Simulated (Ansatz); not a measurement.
We consider ZnWO4 (P2/c, No. 13), described by r²SCAN (plane waves, PAW; Ansatz, an electronic-structure program).

Numerical settings: plane-wave cutoff 500 eV, 8×8×8 k mesh, Fermi–Dirac smearing 0.05 eV, no spin polarisation, scalar-relativistic PAW data made under PBE.

Cell (relaxed at this level):

```cif
data_O8W2Zn2
_chemical_formula_sum 'Zn2 W2 O8'
_space_group_name_H-M_alt 'P 1'
_space_group_IT_number 1
_cell_length_a 4.67434
_cell_length_b 5.72488
_cell_length_c 4.91307
_cell_angle_alpha 90.000
_cell_angle_beta 90.579
_cell_angle_gamma 90.000
loop_
_space_group_symop_operation_xyz
  'x, y, z'
loop_
_atom_site_label
_atom_site_type_symbol
_atom_site_fract_x
_atom_site_fract_y
_atom_site_fract_z
_atom_site_occupancy
Zn1 Zn 0.50000 0.67968 0.75000 1
Zn2 Zn 0.50000 0.32032 0.25000 1
W1 W 0.00000 0.18300 0.75000 1
W2 W 0.00000 0.81700 0.25000 1
O1 O 0.78324 0.10598 0.06344 1
O2 O 0.21676 0.89402 0.93656 1
O3 O 0.21676 0.10598 0.43656 1
O4 O 0.78324 0.89402 0.56344 1
O5 O 0.74377 0.37601 0.59690 1
O6 O 0.25623 0.62399 0.40310 1
O7 O 0.25623 0.37601 0.90310 1
O8 O 0.74377 0.62399 0.09690 1
```

Question: What does this level give for the band gap?

Answer: 
- band gap = 3.30 eV (on the SCF k mesh)

Measured, for comparison: band gap 4.9 ± 0.2 eV (8 K, zero-point motion not removed, excitation threshold of photo-stimulated luminescence; as tabulated in Itoh, Katagiri, Aoki, Fujita, Photo-stimulated luminescence and photo-induced …).

Spin–orbit coupling is not included.

The computed numbers hold no vibrational or temperature effects.

Computing time: around 19 core-minutes (rough).
